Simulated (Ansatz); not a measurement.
## A computed series for VBiO4: response to strain

Start from VBiO4 (space group I4_1/a, No. 88).

```
VBiO4
1.0
   -2.56052     2.56052     5.81154
    2.56052    -2.56052     5.81154
    2.56052     2.56052    -5.81154
Bi V O
2 2 8
Direct
  0.75000   0.25000   0.50000
  0.00000   0.00000   0.00000
  0.25000   0.75000   0.50000
  0.50000   0.50000   0.00000
  0.07985   0.96774   0.39015
  0.57759   0.68969   0.60985
  0.71774   0.82759   0.38789
  0.43969   0.32985   0.61211
  0.67015   0.28226   0.10985
  0.17241   0.56031   0.89015
  0.03226   0.42241   0.11211
  0.31031   0.92015   0.88789
```

Cartesian axes are those of the cell as printed.

Strains are applied to the cell and any free atomic positions relax.

The values are results of r2SCAN (Ansatz, a first-principles code, PAW, no SOC), earlier PAW set, not measurements.

Candidates:
(a) isotropic strain +1.48 %
(b) isotropic strain +5.34 %
(c) uniaxial strain ε_xx = +3.53 %

Notes on the quantities. energy relative to the base: free energy F.

Order them by energy relative to the base, highest first.

(b) isotropic strain +5.34 % (+119 meV/atom), (a) isotropic strain +1.48 % (+10 meV/atom), (c) uniaxial strain ε_xx = +3.53 % (+7.7 meV/atom)

Stability against distortions was not tested. Seeded moments were not kept for the base. The final runs are not spin-polarised.
